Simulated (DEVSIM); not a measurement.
System: illuminated CdTe n-on-p cell, one wavelength, at 400 K.

Layer 1 from the left is CdTe, thickness (μm) 0.940, Nd (cm⁻³) 5.6e17, τn (s) 2e-11, τp (s) 3.4e-10, absorption coefficient (cm⁻¹) 9100. Layer 2 from the left is CdTe, thickness (μm) 2.00, Na (cm⁻³) 5.5e15, τn (s) 1.8e-9, τp (s) 1.8e-9, absorption coefficient (cm⁻¹) 9100.

Left contact: ohmic, minority hole recombination velocity 2e5 cm/s. Right contact: ohmic, minority electron recombination velocity 2e6 cm/s. Voltage is applied to the left contact. Recombination: SRH at mid-gap, radiative, Auger. Light enters at the left, 9.3e16 photons cm⁻² s⁻¹, one pass, no reflection. Mobility is μmin + (μ − μmin)/(1 + (N/Nref)^α).

This is a model device: material constants are rounded textbook-type values typed into the input, and sizes, dopings and lifetimes were drawn at random. Values at 300 K; Nc and Nv go as T^1.5, mobilities as T to minus their exponent, the gap by Varshni's rule with the affinity fixed.

CdTe: gap (eV) 1.5, affinity (eV) 4.28, permittivity 10.2, Nc (cm⁻³) 8e17, Nv (cm⁻³) 1.8e19, μn (cm²/Vs) 1000, μp (cm²/Vs) 80, μn,min 100, μp,min 10, Nref,n 1e17, Nref,p 1e17, αn 0.6, αp 0.6, T exponent of μn 1.7, T exponent of μp 1.5, B (cm³/s) 1e-10, Cn (cm⁶/s) 1e-30, Cp (cm⁶/s) 1e-30, Varshni α (eV/K) 0.00031, Varshni β (K) 108.

Model (solved in DEVSIM): 1D drift-diffusion, Boltzmann statistics, complete ionisation; no tunnelling, impact ionisation, image-force lowering or self-heating.

Task: What does the simulation give for the dark forward voltage at 100 A/cm², the potential step across the device at zero bias?

Result: dark forward voltage at 100 A/cm² 1.045 V; potential step across the device at zero bias 1.150 V.
